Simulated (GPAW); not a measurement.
Band structure of HgPPd₅ (P4/mmm, 7 atoms in the cell).

```
HgPPd5
1.0
    4.01802     0.00000     0.00000
    0.00000     4.01802     0.00000
    0.00000     0.00000     7.18054
Hg P Pd
1 1 5
Cartesian
  2.00901   2.00901   0.00000
  0.00000   0.00000   3.59027
  0.00000   2.00901   2.17491
  0.00000   2.00901   5.00563
  2.00901   0.00000   2.17491
  2.00901   0.00000   5.00563
  0.00000   0.00000   0.00000
```

Method of the run: PBEsol, GPAW PAW datasets PBEsol (made by gpaw-setup) (plane waves; GPAW 25.7.0).

Settings: mode = pw; ecut = 600 eV; xc = PBEsol; kpts = 5 5 3; mesh shift (steps) = 0 0 0; occupations.name = methfessel-paxton; occupations.width = 0.1 eV; occupations.order = 0; nbands = -13; convergence.density = 1e-05 e/electron; convergence.energy = 1e-05 eV/electron; symmetry.symmorphic = false; symmetry.tolerance = 0.0005; maxiter = 150.

The starting cell comes from a database of computed structures (which also holds hypothetical and non-ambient phases and stackings), without a prior relaxation at this level. Its lattice was rescaled by a random factor within 2.5 % of one. Spin-orbit coupling is off. Spin polarisation is off; with an odd number of electrons in the cell that forces a metal, and a magnetic state may lie lower.

Levels in eV from the Fermi level, bands 48 to 55:
```csv
point,48,49,50,51,52,53,54,55
Γ,-0.90,-0.80,-0.14,-0.10,0.33,0.33,2.73,3.20
X,-1.41,-1.38,-0.74,-0.26,0.15,0.30,1.35,2.32
M,-0.69,-0.56,-0.56,-0.34,-0.34,0.35,1.06,1.06
Z,-0.92,-0.32,-0.14,-0.10,1.40,1.77,1.77,3.52
R,-1.34,-1.31,-1.15,-1.05,-0.56,2.57,2.70,2.75
A,-0.92,-0.83,-0.35,-0.21,0.55,0.55,1.09,1.10
```

Bands cross the Fermi level along this path, so the cell is metallic at this level.
